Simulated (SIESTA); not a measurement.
**Worked example: self-consistent single point of Al (Fm-3m, 1 atom in the cell) in SIESTA**

Computed with GGA PBEsol, numerical atomic orbitals DZP, PseudoDojo PBEsol standard norm-conserving potentials (rewritten from UPF to PSML) (SIESTA).

Input:

```
# files in the folder: Al.psml (PseudoDojo PBEsol standard)
SystemName  Al
SystemLabel siesta

NumberOfAtoms                1
NumberOfSpecies              1
%block ChemicalSpeciesLabel
  1 13 Al
%endblock ChemicalSpeciesLabel
LatticeConstant              1.0 Ang
%block LatticeVectors
     0.000000000    2.031075000    2.031075000
     2.031075000    0.000000000    2.031075000
     2.031075000    2.031075000    0.000000000
%endblock LatticeVectors
AtomicCoordinatesFormat      Ang
%block AtomicCoordinatesAndAtomicSpecies
     0.000000000    0.000000000    0.000000000  1
%endblock AtomicCoordinatesAndAtomicSpecies

XC.functional                GGA
XC.authors                   PBEsol
PAO.BasisSize                DZP
PAO.EnergyShift              0.01 Ry
MeshCutoff                   300 Ry
%block kgrid.MonkhorstPack
   12   0   0  0.0
    0  12   0  0.0
    0   0  12  0.0
%endblock kgrid.MonkhorstPack
OccupationFunction           MP
OccupationMPOrder            0
ElectronicTemperature        100.0 meV

MaxSCFIterations             150
SCF.Mixer.Method             Pulay
SCF.Mixer.Weight             0.25
SCF.Mixer.History            8
SCF.DM.Tolerance             1.0E-04
Diag.ParallelOverK           true
WriteForces                  true
Charge.Mulliken              end
```

Log, with long lists cut:

```
reinit: Reading from file input.fdf

reinit: System Name: Al
reinit: System Label: siesta

coor:   Atomic-coordinates input format  =     Cartesian coordinates
coor:                                          (in Angstroms)

siesta: Atomic coordinates (Bohr) and species
siesta:      0.00000   0.00000   0.00000  1        1

siesta: System type = bulk

initatomlists: Number of atoms, orbitals, and projectors:      1    13    18

siesta: ******************** Simulation parameters ****************************
redata: Spin configuration                          = none
redata: Time-Reversal Symmetry                      = T
redata: Number of Atomic Species                    =        1
redata: Mesh Cutoff                                 =   300.0000 Ry
redata: Net charge of the system                    =     0.0000 |e|
redata: Min. number of SCF Iter                     =        0
redata: Max. number of SCF Iter                     =      150
redata: SCF convergence failure will abort job
redata: SCF mix quantity                            = Hamiltonian
redata: Mix DM or H after convergence               =   F
redata: Recompute H after scf cycle                 =   F
redata: Mix DM in first SCF step                    =   T
redata: No kicks to SCF
redata: DM Mixing Weight for Kicks                  =     0.5000
redata: Require Harris convergence for SCF          =   F
redata: Harris energy tolerance for SCF             =     0.000100 eV
redata: Require DM convergence for SCF              =   T
redata: DM tolerance for SCF                        =     0.000100
redata: Require EDM convergence for SCF             =   F
redata: EDM tolerance for SCF                       =     0.001000 eV
redata: Require H convergence for SCF               =   T
redata: Hamiltonian tolerance for SCF               =     0.001000 eV
redata: Require (free) Energy convergence for SCF   =   F
redata: (free) Energy tolerance for SCF             =     0.000100 eV
redata: Using DFT-D3 dispersion                     =   F
redata: Using Saved Data (generic)                  =   F
redata: Method of Calculation                       = Diagonalization
redata: Electronic Temperature                      =  1160.4518 K
redata: Number of TDED substeps                     =        3
redata: Dynamics option                             = Single-point calculation
redata: Save all siesta data in one NC              =   F
redata: ***********************************************************************

%block SCF.Mixers
  Pulay
%endblock SCF.Mixers

%block SCF.Mixer.Pulay
  # Mixing method
  method pulay
  variant stable

  # Mixing options
  weight 0.2500
  weight.linear 0.2500
  history 8
%endblock SCF.Mixer.Pulay

DM_history_depth set to one: no extrapolation allowed by default for geometry relaxation
Size of DM history Fstack: 1
Total number of electrons:     3.000000
Total ionic charge:     3.000000

* ProcessorY, Blocksize:    1  14

* Orbital distribution balance (max,min):    13    13

k-point displ. along   1 input, could be:     0.00    0.50
k-point displ. along   2 input, could be:     0.00    0.50
k-point displ. along   3 input, could be:     0.00    0.50
 Kpoints in:         1008 . Kpoints trimmed:          948

siesta: k-grid: Number of k-points = 948
siesta: k-points from Monkhorst-Pack grid
siesta: k-cutoff (effective) =    17.234 Ang
siesta: k-point supercell and displacements
siesta: k-grid:    12     0     0      0.000
siesta: k-grid:     0    12     0      0.000
siesta: k-grid:     0     0    12      0.000

diag: Algorithm                                     = D&C
diag: Parallel over k                               =   F
diag: Use parallel 2D distribution                  =   F
diag: Parallel block-size                           = 14
diag: Parallel distribution                         =     1 x     1
diag: Used triangular part                          = Lower
diag: Absolute tolerance                            =  0.100E-15
diag: Orthogonalization factor                      =  0.100E-05
diag: Memory factor                                 =  1.0000

superc: Internal auxiliary supercell:     9 x     9 x     9  =     729
superc: Number of atoms, orbitals, and projectors:    729   9477  13122

                        Single-point calculation

superc: Internal auxiliary supercell:     9 x     9 x     9  =     729
superc: Number of atoms, orbitals, and projectors:    729   9477  13122

outcell: Unit cell vectors (Ang):
        0.000000    2.031075    2.031075
        2.031075    0.000000    2.031075
        2.031075    2.031075    0.000000

outcell: Cell vector modules (Ang)   :    2.872374    2.872374    2.872374
outcell: Cell angles (23,13,12) (deg):     60.0000     60.0000     60.0000
outcell: Cell volume (Ang**3)        :     16.7574
new_DM -- step:     1
Initializing Density Matrix...

Attempting to read DM from file... Failed...
DM filled with atomic data:

InitMesh: MESH = 30 x 30 x 30 = 27000
InitMesh: Mesh cutoff (required, used) =   300.000   452.224 Ry

stepf: Methfessel-Paxton step function
       Using Hermite-Gauss polynomials of order  0

        iscf     Eharris(eV)        E_KS(eV)     FreeEng(eV)     dDmax    Ef(eV) dHmax(eV)
   scf:    1      -60.311470      -63.049247      -63.051078  1.611937 -4.783590  0.092876
   scf:    2      -63.050909      -63.050081      -63.051830  0.011239 -4.791541  0.068269
   scf:    3      -63.052187      -63.051159      -63.052715  0.029134 -4.813849  0.001039
   scf:    4      -63.051149      -63.051154      -63.052715  0.000103 -4.814118  0.000117
   scf:    5      -63.051153      -63.051154      -63.052715  0.000024 -4.814165  0.000018

SCF Convergence by DM+H criterion
max |DM_out - DM_in|         :     0.0000235969
max |H_out - H_in|      (eV) :     0.0000177503
SCF cycle converged after 5 iterations

Using DM_out to compute the final energy and forces

siesta: E_KS(eV) =              -63.0512

siesta: E_KS - E_eggbox =       -63.0512

siesta: Atomic forces (eV/Ang):
     1   -0.000000    0.000000   -0.000000
   Tot   -0.000000    0.000000   -0.000000
   Max    0.000000
   Res    0.000000    sqrt( Sum f_i^2 / 3N )
   Max    0.000000    constrained

Stress tensor Voigt[x,y,z,yz,xz,xy] (kbar):       25.38       25.38       25.38       -0.00       -0.00       -0.00
(Free)E + p*V (eV/cell)      -63.3182
Target enthalpy (eV/cell)      -63.0527

siesta: Program's energy decomposition (eV):
siesta: Ebs     =       -27.259663
siesta: Eions   =       212.779013
siesta: Ena     =       141.212499
siesta: Ekin    =        22.879350
siesta: Enl     =        11.308464
siesta: Eso     =         0.000000
siesta: Edftu   =         0.000000
siesta: DEna    =         3.581518
siesta: DUscf   =         0.080641
siesta: DUext   =         0.000000
siesta: Ex      =       -24.927074
siesta: Ec      =        -4.407539
siesta: Exc     =       -29.334613
siesta: Eharris =       -63.051153
siesta: Etot    =       -63.051154
siesta: FreeEng =       -63.052715

siesta: Stress tensor (static) (eV/Ang**3):
siesta:     0.015840   -0.000000   -0.000000
siesta:    -0.000000    0.015840   -0.000000
siesta:    -0.000000   -0.000000    0.015840

siesta: Cell volume =         16.757448 Ang**3

siesta: Pressure (static):
siesta:                Solid            Molecule  Units
siesta:          -0.00017252         -0.00017252  Ry/Bohr**3
siesta:          -0.01584027         -0.01584027  eV/Ang**3
siesta:         -25.37891651        -25.37891651  kBar

mulliken: Atomic and Orbital Populations:

Species: Al
Atom  Qatom  Qorb
               3s      3s      3py     3pz     3px     3py     3pz     3px
               3Pdxy   3Pdyz   3Pdz2   3Pdxz   3Pdx2-y2
   1  3.000   0.684   0.287  -0.092  -0.092  -0.092   0.502   0.502   0.502
              0.176   0.176   0.135   0.176   0.135

mulliken: Qtot =        3.000

Mulliken Atomic Populations:
Atom #   charge [q] valence [e]  Species
     1    -0.000000    3.000000  Al
 Total    -0.000000
```

The run converged in 5 iterations.

The starting cell has typed, rounded lattice constants, without a prior relaxation at this level. Its lattice was rescaled by up to half a per cent. Values carry the incompleteness of an atom-centred basis.
